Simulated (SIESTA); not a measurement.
SIESTA run on Mg₂Sc₃WS₈ (R-3m, 14 atoms in the cell): self-consistent single point.

Level of theory: GGA PBEsol, numerical atomic orbitals DZP, PseudoDojo PBEsol standard norm-conserving potentials (rewritten from UPF to PSML) in SIESTA 5.4.2.

```xyz
14
Lattice="3.7741 2.1790 6.0629 -3.7741 2.1790 6.0629 0.0000 -4.3579 6.0629" Properties=species:S:1:pos:R:3 pbc="T T T"
Mg     0.0000     0.0000     2.2787
Mg     0.0000     0.0000    15.9101
Sc    -1.8870    -1.0895     6.0629
Sc     1.8870    -1.0895     6.0629
Sc     0.0000     2.1790     6.0629
W      0.0000     0.0000     9.0944
S      1.7455     1.0078     7.5875
S     -1.7455    -1.0078    10.6013
S     -1.7455     1.0078     7.5875
S      1.7455    -1.0078    10.6013
S      0.0000    -2.0156     7.5875
S      0.0000     2.0156    10.6013
S      0.0000     0.0000    13.4912
S      0.0000     0.0000     4.6976
```
Moments meant for the start (each program seeds them in its own way; μB, in the order of the atoms Mg Mg Sc Sc Sc W S S S S S S S S): 0.0 0.0 0.0 0.0 0.0 1.0 0.0 0.0 0.0 0.0 0.0 0.0 0.0 0.0.

Reference input (self-consistent single point, DFT, GGA PBEsol, numerical atomic orbitals DZP, PseudoDojo PBEsol standard norm-conserving potentials (rewritten from UPF to PSML)): XC.functional = GGA; XC.authors = PBEsol; potentials = PseudoDojo PBEsol standard; PAO.BasisSize = DZP; PAO.EnergyShift = 0.01 Ry; MeshCutoff = 300 Ry; kgrid.MonkhorstPack = 5 5 5; OccupationFunction = FD; ElectronicTemperature = 0.1 eV; Spin = polarized; MaxSCFIterations = 150; SCF.Mixer.Method = Broyden. This run's input differs from it in these lines:

```diff
@@ -46,3 +46,4 @@
 %endblock kgrid.MonkhorstPack
-OccupationFunction           FD
+OccupationFunction           MP
+OccupationMPOrder            1
 ElectronicTemperature        0.1 eV
```

Output (repeated stretches shortened):

```
        iscf     Eharris(eV)        E_KS(eV)     FreeEng(eV)     dDmax    Ef(eV) dHmax(eV)
   scf:    1   -11582.326717   -11624.027579   -11624.030771  0.859160 -2.679816 27.289174
     spin moment: {S} , |S| = {        0.0        0.0    0.53186 }     0.53186
   scf:    2   -11650.675678   -11642.202340   -11642.205306  0.385763 -3.407447  8.809725
     spin moment: {S} , |S| = {        0.0        0.0    1.19804 }     1.19804
   scf:    3   -11646.748632   -11644.884577   -11644.886968  0.033635 -3.757286  4.440628
     spin moment: {S} , |S| = {        0.0        0.0    1.41442 }     1.41442
   [... lines left out ...]
     spin moment: {S} , |S| = {        0.0        0.0   -0.10981 }    -0.10981
   scf:  148   -11646.543631   -11646.543617   -11646.543022  0.000121 -4.020577  0.009609
     spin moment: {S} , |S| = {        0.0        0.0   -0.11090 }    -0.11090
   scf:  149   -11646.543645   -11646.543631   -11646.543031  0.000122 -4.020599  0.009710
     spin moment: {S} , |S| = {        0.0        0.0   -0.11199 }    -0.11199
   scf:  150   -11646.543658   -11646.543645   -11646.543040  0.000122 -4.020621  0.009810
     spin moment: {S} , |S| = {        0.0        0.0   -0.11308 }    -0.11308
SCF_NOT_CONV: SCF did not converge in maximum number of steps (required).
SCF_NOT_CONV: SCF did not converge in maximum number of steps (required).
Geom step, scf iteration, dDmax, dHmax:    0   150      0.000122     0.000721
Geom step, scf iteration, dDmax, dHmax:    0   150      0.000122     0.000721

ABNORMAL_TERMINATION
ABNORMAL_TERMINATION
Stopping Program from Node:    0
Stopping Program from Node:    0
```

The run ended unconverged after 150 iterations. 

The starting cell comes from a database of computed structures (which also holds hypothetical and non-ambient phases and stackings), without a prior relaxation at this level. Values carry the incompleteness of an atom-centred basis.

Cost on one core of a shared machine: roughly 20 min.
